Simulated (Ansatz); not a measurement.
The starting structures come from a database of crystals and need not be the phases stable at ambient conditions.

Given:

```yaml
crystal:
  lattice:
    - [4.01132, 0.00000, 0.00000]
    - [2.00566, 6.64751, 0.00000]
    - [2.00566, 0.60514, 3.42079]
  atoms:
    - { symbol: Al, position: [0.99976, 0.00072, 0.99976] }
    - { symbol: Ga, position: [0.50014, 0.49959, 0.50014] }
    - { symbol: As, position: [0.12484, 0.62547, 0.12484] }
    - { symbol: As, position: [0.62528, 0.12417, 0.62528] }
```

Space group of this cell: R3m. The cell is taken as given.

The current runs along the normal of the first two printed vectors, the (101) plane. All runs by Ansatz (a first-principles code), plane waves and PAW, without spin-orbit coupling; the base is r2SCAN.

```
run                                                      mean pressure (GPa)  gap (eV)  mid-gap κ (1/Å)
-------------------------------------------------------  -------------------  --------  ---------------
base                                                                     0.1      1.34            0.081
all lengths scaled by 0.98                                               5.2      1.65            0.100
all lengths scaled by 1.02                                              -3.8       [?]              [?]
lda in place of r2scan                                                  -2.0      0.69            0.045
lengths across the current scaled by 0.98, ions clamped                  3.4      1.50            0.093
lengths along the current scaled by 0.97, ions clamped                   2.5       [?]              [?]
lengths along the current scaled by 1.03, ions clamped                  -2.0       [?]              [?]
pbesol in place of r2scan                                               -0.1      0.81            0.053
```

Question: What belongs in the gaps?

Answer: 
- all lengths scaled by 1.02, gap (eV): 0.97
- all lengths scaled by 1.02, mid-gap κ (1/Å): 0.061
- lengths along the current scaled by 0.97, ions clamped, gap (eV): 1.46
- lengths along the current scaled by 0.97, ions clamped, mid-gap κ (1/Å): 0.091
- lengths along the current scaled by 1.03, ions clamped, gap (eV): 1.05
- lengths along the current scaled by 1.03, ions clamped, mid-gap κ (1/Å): 0.070
